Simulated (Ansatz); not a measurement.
The starting structures come from a database of crystals and need not be the phases stable at ambient conditions.

Tunnelling through a barrier is set by its complex band structure: the current falls as exp(−2κd) with the smallest κ.

Input:

```
SrWO4
1.0
    7.10197     0.00000     0.00000
    2.93468     6.46728     0.00000
    2.08365    -3.23364     3.84682
Sr W O
2 2 8
Direct
  0.25000   0.25000   0.50000
  0.00000   0.00000   0.00000
  0.75000   0.75000   0.50000
  0.50000   0.50000   0.00000
  0.55916   0.27482   0.09339
  0.43143   0.90255   0.87773
  0.27482   0.55916   0.90661
  0.90255   0.43143   0.12227
  0.69084   0.97518   0.40661
  0.81857   0.34745   0.62227
  0.97518   0.69084   0.59339
  0.34745   0.81857   0.37773
```

Space group of this cell: I4_1/a. The cell is taken as given; by r2SCAN its mean pressure is -2.0 GPa.

Transport runs along the normal of the first two printed cell vectors, the (110) plane of the conventional cell.

The gap is the functional's own. No spin-orbit coupling. Mid-gap values are interpolated on the energy grid.

Give the band gap and the smallest decay constant κ at mid-gap that r2SCAN in Ansatz (a program for electronic structure) yields.

Gap 4.86 eV on a 8×8×8 mesh; κ = 0.512 1/Å, at (0.500, 0.500) of the in-plane reciprocal vectors. At the zone centre, at the nearest computed energy, the slowest state has κ = 0.54 1/Å.
